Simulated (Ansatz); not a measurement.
Consider BeSe in the zinc blende structure (space group F-43m, No. 216; a = 5.0816 Å). Axes: x, y, z lie along the cube axes.

Calculations: LDA, PAW, 420 eV (Ansatz, a program for electronic structure; no spin-orbit coupling).

Base values:

The smallest direct gap comes out as 4.43 eV. The valence-band top at Γ is 0.00, 0.00, 0.00 eV.

One thing is altered: tensor shear ε_xy = +1.14 % (engineering shear γ = 0.0228); the atoms relax in the strained cell.

What does the calculation give for the energy relative to the base, stress, smallest direct gap and valence-band top at Γ after the change?

The energy goes up by 1.9 meV/atom; the stress (xx, yy, zz, yz, xz, xy; compression positive) comes out as (0.03, 0.03, -0.01, 0.00, 0.00, -1.62) GPa; the smallest direct gap decreases by 0.165 eV, from 4.43 eV to 4.27 eV; the valence-band top at Γ (three highest levels, from the VBM) goes from 0.00, 0.00, 0.00 eV to 0.00, -0.10, -0.19 eV.

Whether these cells are dynamically stable was not tested.
